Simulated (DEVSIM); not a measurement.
Device: Schottky contact on n-type Si, at 300 K.

| layer (left to right) | material | thickness (μm) | Nd (cm⁻³) | τn (s) | τp (s) |
|---|---|---|---|---|---|
| 1 | Si | 2.60 | 7.5e16 | 0.00034 | 0.00034 |
| 2 | Si | 17.0 | 1.5e18 | 0.00034 | 0.00034 |

Left contact: Schottky, work function 4.69 eV, emission velocity 3.9e6 cm/s. Right contact: ohmic. Voltage is applied to the left contact. Recombination: SRH at mid-gap, radiative, Auger. Mobility is μmin + (μ − μmin)/(1 + (N/Nref)^α).

The device is made up for the run: typed textbook-type constants, with dimensions and the other settings drawn at random. Values at 300 K.

| parameter | Si |
|---|---|
| gap (eV) | 1.124 |
| affinity (eV) | 4.05 |
| permittivity | 11.7 |
| Nc (cm⁻³) | 2.86e19 |
| Nv (cm⁻³) | 3.1e19 |
| μn (cm²/Vs) | 1417 |
| μp (cm²/Vs) | 470 |
| μn,min | 52 |
| μp,min | 45 |
| Nref,n | 9.7e16 |
| Nref,p | 2.2e17 |
| αn | 0.68 |
| αp | 0.72 |
| B (cm³/s) | 4.7e-15 |
| Cn (cm⁶/s) | 2.8e-31 |
| Cp (cm⁶/s) | 9.9e-32 |

Model (solved in DEVSIM): 1D drift-diffusion, Boltzmann statistics, complete ionisation; no tunnelling, impact ionisation, image-force lowering or self-heating. Metal contacts follow the ideal Schottky-Mott rule: no Fermi-level pinning, no interface dipoles.

Base results: dark forward voltage at 100 A/cm² (V) 0.337; dark forward voltage at 1 A/cm² (V) 0.210; potential step across the device at zero bias (V) 0.564.

**Question.** What follows from this one change: doping Nd of layer 2 1.5e+18 → 4.5e+17 cm^-3?

**Answer.** dark forward voltage at 100 A/cm² little changed (0.340 V); dark forward voltage at 1 A/cm² little changed (0.210 V); potential step across the device at zero bias 0.564 → 0.533 V.

**Question.** What follows from this one change: metal work function 4.69 → 4.84 eV?

**Answer.** dark forward voltage at 100 A/cm² 0.337 → 0.487 V; dark forward voltage at 1 A/cm² 0.210 → 0.360 V; potential step across the device at zero bias 0.564 → 0.714 V.

**Question.** What follows from this one change: constant mobility in place of the doping-dependent one?

**Answer.** dark forward voltage at 100 A/cm² 0.337 → 0.331 V; dark forward voltage at 1 A/cm² little changed (0.209 V); potential step across the device at zero bias little changed (0.564 V).
